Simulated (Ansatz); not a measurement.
Start from BAs (space group P4_2/mnm, No. 136; a = 5.837 Å, c = 3.362 Å; a hypothetical phase, not in the database extracts checked).

It is then changed as follows: a hydrostatic pressure of 0.3 GPa.

Levels (all Ansatz, a quantum-chemistry and plane-wave program, PAW): PBEsol (420 eV, without spin-orbit coupling); PBEsol+SOC (420 eV, noncollinear with spin-orbit coupling).

The geometry is relaxed with PBEsol.

| Quantity | Value |
|---|---|
| PBEsol valence-band top at Γ | 0.00, 0.00, -0.29 eV |
| PBEsol lowest conduction level above the VBM at special points | Γ 1.08 eV; A 1.10 eV; R 1.43 eV; Z 1.68 eV |
| PBEsol gap character | indirect, Γ → k = (0, 0, 0.300) in the run's primitive reciprocal basis |

Task: How does going to PBEsol+SOC change the valence-band top at Γ, lowest conduction level above the VBM at special points and gap character?

Result: The valence-band top at Γ (three highest Kramers pairs, from the VBM) changes from 0.00, 0.00, -0.29 eV to 0.00, -0.10, -0.41 eV; the lowest conduction level above the VBM at special points becomes Γ 1.01 eV; A 1.03 eV; R 1.36 eV; Z 1.61 eV (PBEsol: Γ 1.08 eV; A 1.10 eV; R 1.43 eV; Z 1.68 eV); the gap character stays indirect, Γ → k = (0, 0, 0.300) in the run's primitive reciprocal basis.

Single points use the geometry relaxed with PBEsol. Differences between runs with and without spin-orbit coupling are approximate. Load acts through the strain it causes; cell and atoms are relaxed under it. Whether these cells are dynamically stable was not tested.
